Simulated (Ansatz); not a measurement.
A self-consistent single point of LuBRh₃ (P4mm, 5 atoms in the cell) with Ansatz (a program for electronic structure).

Method of the run: PBEsol, default PAW files made with PBE (plane waves; Ansatz).

```
LuBRh3
1.0
    4.15822     0.00000     0.00000
    0.00000     4.15822     0.00000
    0.00000     0.00000     4.15822
Lu B Rh
1 1 3
Direct
  0.00000   0.00000   0.01202
  0.50000   0.50000   0.50000
  0.00000   0.50000   0.50000
  0.50000   0.00000   0.50000
  0.50000   0.50000   0.00000
```

Reference input (self-consistent single point, DFT, PBEsol, plane waves, default PAW files made with PBE): basis.ecutwfc = 420 eV; kpoints.mp_grid.grid = 8 8 8; hamiltonian.xc = pbesol; hamiltonian.pseudopotentials = {kind: paw} (the program's default PAW files); scf.occupations.method = gaussian; scf.occupations.width = 0.1 eV. This run's input differs from it in these lines:

Ansatz 0.2 input:
```diff
@@ -16,3 +16,3 @@
   mp_grid:
-    grid: [8, 8, 8]
+    grid: [7, 7, 7]
 hamiltonian:
@@ -24,3 +24,3 @@
     method: gaussian
-    width: 0.1
+    width: 0.3
 output:
```

Output (repeated stretches shortened):

```
SCF iter   1: F=—  HF=-33784.415440 eV  |F-HF|=—  |Δ(HF+E_count)|=         —  Δρ=6.64e-3  dr2=3.69e-2  ethr=1.77e-3  ⟨swp⟩=5.5  Hψ=8019  notcnv=0
all-band conjugate gradients solve this SCF's bands
preconditioner: auto → Kerker (q_TF=auto, 2.771 Å⁻¹)
SCF iter   2: F=—  HF=-33784.407248 eV  |F-HF|=—  |Δ(HF+E_count)|=   8.19e-3  Δρ=3.24e-3  dr2=1.00e-2  ethr=4.67e-5  ⟨swp⟩=2.0  Hψ=3862  notcnv=0
   [... lines left out ...]
SCF iter   5: F=—  HF=-33784.405496 eV  |F-HF|=—  |Δ(HF+E_count)|=   1.42e-4  Δρ=3.24e-4  dr2=1.25e-4  ethr=6.71e-7  ⟨swp⟩=2.9  Hψ=3906  notcnv=0
SCF iter   6: F=—  HF=-33784.405476 eV  |F-HF|=—  |Δ(HF+E_count)|=   2.00e-5  Δρ=8.91e-5  dr2=1.05e-5  ethr=1.58e-7  ⟨swp⟩=2.2  Hψ=3064  notcnv=0
SCF iter   7: F=—  HF=-33784.405508 eV  |F-HF|=—  |Δ(HF+E_count)|=   3.16e-5  Δρ=2.80e-5  dr2=4.90e-7  ethr=1.33e-8  ⟨swp⟩=2.5  Hψ=3513  notcnv=0
SCF iter   8: F=-33784.405508 eV  HF=-33784.405508 eV  |F-HF|=2.91e-8  |Δ(HF+E_count)|=   1.22e-7  Δρ=6.56e-6  dr2=3.03e-8  ethr=1.27e-10  ⟨swp⟩=12.3  Hψ=12326  notcnv=0
SCF 1 converged in 8 iterations: F = -33784.405508 eV  dr2 = 3.03e-8
Free energy (F): -33784.405508 eV
Internal energy: -33784.266007 eV  (E = F + TS)
E sigma→0 (E₀):  -33784.335757 eV
Entropy (-TS):   -0.139501 eV (-27.900 meV/atom)
Fermi energy:    18.811439 eV
--- Forces (eV/Å), atoms counted from 1 ---
  atom   1  Lu    -0.00000000     0.00000000    -0.32344952
  atom   2  B      0.00000000     0.00000000     0.01161958
  atom   3  Rh     0.00000000     0.00000000     0.14119379
  atom   4  Rh     0.00000000     0.00000000     0.14119379
  atom   5  Rh    -0.00000000     0.00000000     0.02944231
--- Stress (GPa, compression-positive) ---
       -5.061493       0.000000       0.000000
        0.000000      -5.061493       0.000000
        0.000000       0.000000      -5.059946
  P = ⅓ Tr σ = -5.0610 GPa (-50.610 kbar)
  The stress holds the Pulay correction. Without it, at fixed plane waves, as pw.x and ABINIT print it: P = -5.1840 GPa
```

The run converged in 8 iterations. Against the reference run the free energy goes down by 13.0 meV/atom, the pressure goes from -5.26 to -5.06 GPa and the largest force stays at 0.323 eV/Å.

The starting cell comes from a database of computed structures (which also holds hypothetical and non-ambient phases and stackings), without a prior relaxation at this level. Its lattice was rescaled by up to half a per cent. One atom was moved a little off its site on purpose. Spin polarisation is off. With a pressure of about -5 GPa the cell is away from its equilibrium volume at this level. Ansatz's pressure includes its estimate of the finite-basis (Pulay) stress.
